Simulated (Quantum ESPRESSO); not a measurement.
## Equation of state of wurtzite CdS (space group 186): energy against volume (Quantum ESPRESSO, PBE)

```yaml
crystal:
  lattice:
    - [4.06639, 0.00000, 0.00000]
    - [-2.03319, 3.52159, 0.00000]
    - [0.00000, 0.00000, 6.60051]
  atoms:
    - { symbol: Cd, position: [0.33333, 0.66667, 0.00000] }
    - { symbol: Cd, position: [0.66667, 0.33333, 0.50000] }
    - { symbol: S, position: [0.33333, 0.66667, 0.37700] }
    - { symbol: S, position: [0.66667, 0.33333, 0.87700] }
```

Method: PBE, PSlibrary PAW (PBE) pseudopotentials (plane waves; Quantum ESPRESSO). Settings: ecutwfc = 58 Ry; ecutrho = 696 Ry; occupations = smearing; smearing = fermi-dirac; degauss = 0.000734986 Ry; potentials = {Cd: Cd.pbe-n-kjpaw_psl.1.0.0.UPF, S: S.pbe-n-kjpaw_psl.1.0.0.UPF}; K_POINTS = automatic 9 9 5 0 0 0; conv_thr = 1e-10 Ry. The cell above is the first row's. The rows scale it uniformly. In all rows fractional positions and the k mesh are held. E is the free energy at the stated smearing, counted from the lowest row.

```
V (Å^3/atom)  E (meV/atom)
------------  ------------
23.630                   ?
24.144               29.38
24.658               15.57
25.171                6.39
25.685                1.36
26.199                0.00
26.712                2.00
27.226                6.98
27.740               14.64
```

The 8 complete rows are fitted with the third-order Birch-Murnaghan form, a cubic in V^(-2/3), E against V. With u = V^(-2/3) - 0.114, the rows have u = 0.005709, 0.004040, 0.002430, 0.000872, -0.000636, -0.002092, -0.003505, -0.004874. Least squares gives E = 0.150 + 705.0·u + 763219·u² + 1764930·u³. Residuals (row less fit): 0.001, -0.002, -0.005, 0.014, -0.010, 0.001, 0.001, 0.000; standard error 0.009 (degrees of freedom: 4). Its minimum lies at u = -0.000463, so V0 = (0.113537)^(-3/2) = 26.14. There d²E/du² = 1522000 and d³E/du³ = 1.059e7, so B0 = (4/9) × 26.14^(-7/3) × 1522000 × 0.160218 = 53.4 GPa (the last factor turns the table's units into GPa), and B0' = 4 + (2/3) × 0.113537 × (1.059e7)/1522000 = 4.5. The program's pressures in the fitted runs (not shown) pass through zero at V = 26.08, 0.23 % from this V0.

Problem. What does the fit predict for E at V = 23.630, and how far is the calculated value from it?

Solution. u = 0.007439, so E = 0.150 + 705.0 × 0.007439 + 763219 × 0.007439² + 1764930 × 0.007439³ = 48.357 meV/atom. The calculation gives 48.37 meV/atom, 0.013 meV/atom above the prediction (under 0.05 % of the range of E in the table). The row lies outside the fitted rows, so this is an extrapolation. From the scatter of the fitted rows alone, a prediction at this place has a standard error of 0.026 meV/atom, so the miss is 0.5 times that.

Carrying the step between the two nearest rows on in a straight line would have given 43.19, off by 5.18; series whose last step already gives the withheld value aren't shown. The scan was laid around a cell of about the measured size, scaled by a guess for this functional; axis ratios and inner coordinates come from that cell. The runs keep the symmetry of the cell, so they don't test it for distortions. The shape of the cell and the inner coordinates aren't relaxed, so V0 and B0 belong to this uniform scaling; a relaxed crystal lies no higher in energy and is usually softer. Cutoffs and mesh are single choices, not tested for convergence of this quantity. Series with a scatter that would blur these digits, or in which a gap closes, are not shown. Nor are scans whose minimum lies at an end fitted in this form.
